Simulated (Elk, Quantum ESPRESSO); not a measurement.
## Equation of state of zinc-blende CdS (space group 216): energy against volume (Elk, PBE)

```
CdS
1.0
    0.00000     2.85826     2.85826
    2.85826     0.00000     2.85826
    2.85826     2.85826     0.00000
Cd S
1 1
Direct
  0.00000   0.00000   0.00000
  0.75000   0.75000   0.75000
```

Method: PBE, all-electron FP-LAPW, Elk's shipped species files, LAPW+lo basis (Elk 10.2.4). Settings: xctype = 20; rgkmax = 8.55; stype = 3; swidth = 0.000367493 Ha; ngridk = 10 10 10; gmaxvr = 14 1/bohr; nxoapwlo = 1; rmtscf = 0.91; sphere radii = {Cd: 2.366, S: 2.002} bohr. The cell above is the first row's. The rows scale it uniformly. In all rows fractional positions and the k mesh are held. E is the free energy at the stated smearing, counted from the lowest row.

| V (Å^3/atom) | E (meV/atom) |
|---|---|
| 23.351 | ? |
| 23.859 | 38.38 |
| 24.366 | 21.99 |
| 24.874 | 10.61 |
| 25.381 | 3.34 |
| 25.889 | 0.03 |
| 26.397 | 0.00 |
| 26.904 | 3.26 |
| 27.412 | 9.02 |

Task: Fit E against V with the third-order Birch-Murnaghan form, a cubic in V^(-2/3), and predict the withheld value at V = 23.351.

Result: With u = V^(-2/3) - 0.115, the rows have u = 0.005661, 0.003981, 0.002355, 0.000787, -0.000732, -0.002203, -0.003625, -0.005005. Least squares gives E = 1.184 + 2165.0·u + 760934·u² + 2963744·u³. Residuals (row less fit): 0.017, -0.059, 0.069, -0.021, 0.024, -0.076, 0.066, -0.018; standard error 0.071 (degrees of freedom: 4). Its minimum lies at u = -0.001435, so V0 = (0.113565)^(-3/2) = 26.13. There d²E/du² = 1496000 and d³E/du³ = 1.778e7, so B0 = (4/9) × 26.13^(-7/3) × 1496000 × 0.160218 = 52.6 GPa (the last factor turns the table's units into GPa), and B0' = 4 + (2/3) × 0.113565 × (1.778e7)/1496000 = 4.9. At the withheld row, u = 0.007404, so E = 1.184 + 2165.0 × 0.007404 + 760934 × 0.007404² + 2963744 × 0.007404³ = 60.130 meV/atom. The calculation gives 59.87 meV/atom, 0.260 meV/atom below the prediction (0.4 % of the range of E in the table). The row lies outside the fitted rows, so this is an extrapolation. From the scatter of the fitted rows alone, a prediction at this place has a standard error of 0.209 meV/atom, so the miss is 1.2 times that.

Carrying the step between the two nearest rows on in a straight line would have given 54.80, off by 5.07; series whose last step already gives the withheld value aren't shown. The scan was laid around a cell of about the measured size, scaled by a guess for this functional. This is a metastable polymorph. The runs keep the symmetry of the cell, so they don't test it for distortions. A plane-wave scan with the same functional (Quantum ESPRESSO, GBRV) gives V0 = 26.16 Å^3/atom and B0 = 53.3 GPa; a Birch-Murnaghan fit to all rows here lies -0.1 % from it in V0 and -1 % in B0; the two differ in basis, and may differ in potentials and mesh. Values depend on the basis (sphere radii, cutoffs, local orbitals), which need not be converged. Sphere radii are the same in all rows. Cutoffs and mesh are single choices, not tested for convergence of this quantity. Series with a scatter that would blur these digits, or in which a gap closes, are not shown. Nor are scans whose minimum lies at an end fitted in this form.
